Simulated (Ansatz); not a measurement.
Results of r²SCAN (Ansatz, a program for electronic structure, plane waves, PAW) for HfSiO4 (I4₁/amd, No. 141, 12 atoms in the cell; start COD 9000852).

Numerical settings: plane-wave cutoff 560 eV, 8×8×8 k mesh, Fermi–Dirac smearing 0.01 eV, scalar-relativistic PAW data made under PBE.

Cell (relaxed at this level):

```
CELL_PARAMETERS angstrom
     -3.29085     3.29085     2.98571
      3.29085    -3.29085     2.98571
      3.29085     3.29085    -2.98571
ATOMIC_POSITIONS crystal
  Hf 0.00000 0.00000 0.00000
  Hf 0.75000 0.25000 0.50000
  Si 0.50000 0.50000 0.00000
  Si 0.25000 0.75000 0.50000
  O  0.68012 0.49549 0.81537
  O  0.24549 0.93012 0.31537
  O  0.68012 0.86474 0.18463
  O  0.61474 0.93012 0.68463
  O  0.06988 0.38526 0.31537
  O  0.50451 0.31988 0.18463
  O  0.06988 0.75451 0.68463
  O  0.13526 0.31988 0.81537
```

Give the computed band gap and smallest direct gap on the k points sampled.


- band gap: 6.00 eV
- smallest direct gap on the k points sampled: 6.37 eV

Note: the relaxation could not lower the start's symmetry, so a distorted cell can lie lower.

Spin–orbit coupling is not included.

The computed numbers hold no vibrational or temperature effects.
